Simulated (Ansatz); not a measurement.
Levels about the gap of amorphous Hf$_{18}$O$_{37}$Ag$_{2}$ (57 atoms in a cell of 746 Å³, 8.95 g/cm³; zone centre alone, so wide bands show as single levels with stretches between that a denser mesh fills), at the geometry that PBE relaxed, where it gives 1.5 GPa on a denser mesh. The participation number counts the atoms over which a state spreads; weights are charges in smoothed Voronoi cells. The levels come from a single point, so bond lengths are those of that geometry. Method of the levels: PBE, scalar-relativistic without spin-orbit coupling (Ansatz, a program for electronic structure). Sampling: the zone centre alone; Fermi-Dirac width 0.02 eV; no spin polarisation. At PBE the levels at the filled edge of the gap are localised (band-tail or defect states), and the nearest spread-out levels lie 3.4 eV apart at the zone centre.

It comes from a melt-quench run on a machine-learned potential (CHGNet), relaxed afterwards by DFT. O atoms were pushed apart under 1.9 Å during the dynamics, to hinder bonds among them. The hot cell started wider than the set density and was brought back towards it in steps. It is the lowest in DFT energy of 2 quenches. It is a model cell: composition and starting density were chosen by hand, and all elements were melted together. No dispersion term was used. Its density started from a set value of 8.95 and ended at 8.95 g/cm³. Cooling (nominally 300 K/ps over its main leg) ran many orders faster than in experiment, which tends to leave more defects and strain. Values belong to this one cell and scatter from quench to quench. The volume was held where the preparation left it and the shape relaxed, at a PBE pressure of 1.5 GPa. Stress components on the final sampling reach 2.3 GPa. Cycles of charging lowered its energy after that relaxation.

```
E - E(highest filled), eV  filling  participation number        largest on  weight O  weight Hf  weight Ag
-------------------------  -------  --------------------  ----------------  --------  ---------  ---------
-0.93                       filled                  14.3   O, 3 neighbours      0.81       0.05       0.15
-0.90                       filled                  16.3  Ag, 4 neighbours      0.78       0.04       0.18
-0.73                       filled                   9.4   O, 3 neighbours      0.90       0.05       0.05
-0.64                       filled                  10.2  Ag, 3 neighbours      0.64       0.04       0.32
-0.53                       filled                  10.5  Ag, 3 neighbours      0.65       0.03       0.32
-0.43                       filled                  10.4  Ag, 3 neighbours      0.71       0.04       0.25
0.00                        filled                   3.4  Ag, 4 neighbours      0.45       0.04       0.51
2.99                         empty                  19.0  Ag, 4 neighbours      0.53       0.20       0.27
3.28                         empty                  15.6  Hf, 6 neighbours      0.38       0.60       0.02
3.54                         empty                  16.5  Hf, 7 neighbours      0.37       0.62       0.01
3.68                         empty                  33.1  Hf, 6 neighbours      0.40       0.55       0.04
3.76                         empty                  28.2  Hf, 6 neighbours      0.39       0.60       0.01
3.83                         empty                  29.3  Hf, 5 neighbours      0.38       0.61       0.01
3.98                         empty                  29.1  Hf, 6 neighbours      0.38       0.59       0.03
```

Most localised among these is the filled level at +0.00 eV, on a Ag atom, which has 4 neighbours (O 2.23 Å, O 2.45 Å, O 2.45 Å, Ag 3.02 Å).
